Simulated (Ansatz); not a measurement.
This Ansatz (a quantum-chemistry and plane-wave program) input is the reference run, Si in the diamond structure (space group Fd-3m, No. 227), computed with Ansatz r2SCAN, no spin-orbit coupling:

Ansatz 0.2 input:
```yaml
crystal:
  lattice:
    - [0, 2.7221562594, 2.7221562594]
    - [2.7221562594, 0, 2.7221562594]
    - [2.7221562594, 2.7221562594, 0]
  atoms:
    - { symbol: Si, position: [0, 0, 0] }
    - { symbol: Si, position: [0.25, 0.25, 0.25] }
basis: { ecutwfc: 500, ecutrho_ratio: 4, xc_grid: 4, fft_grid_basis: typed }
kpoints: { mp_grid: { grid: [10, 10, 10] } }
hamiltonian:
  xc: r2scan
  dispersion: none
  pseudopotentials: { kind: paw }
scf: { occupations: { method: fermi_dirac, width: 0.05 }, convergence: { dr2_threshold: 0.0000000002 } }
output: { forces: true, stress: true }
checkpoint: { write: state.ck, write_every: 1000 }
```

**Question.** Write the input for this change: an isotropic linear strain of −2.00 %; the atoms relax in the strained cell.

**Answer.** 
Ansatz 0.2 input:
```yaml
crystal:
  lattice:
    - [0, 2.6677131342, 2.6677131342]
    - [2.6677131342, 0, 2.6677131342]
    - [2.6677131342, 2.6677131342, 0]
  atoms:
    - { symbol: Si, position: [0, 0, 0] }
    - { symbol: Si, position: [0.25, 0.25, 0.25] }
basis: { ecutwfc: 500, ecutrho_ratio: 4, xc_grid: 4, fft_grid_basis: typed }
kpoints: { mp_grid: { grid: [10, 10, 10] } }
hamiltonian:
  xc: r2scan
  dispersion: none
  pseudopotentials: { kind: paw }
scf: { occupations: { method: fermi_dirac, width: 0.05 }, convergence: { dr2_threshold: 0.0000000002 } }
relax: { f_tol: 0.005, max_steps: 50 }
output: { forces: true, stress: true }
checkpoint: { write: state.ck, write_every: 1000 }
```
This is the input that was run.

Stability against distortions was not tested.
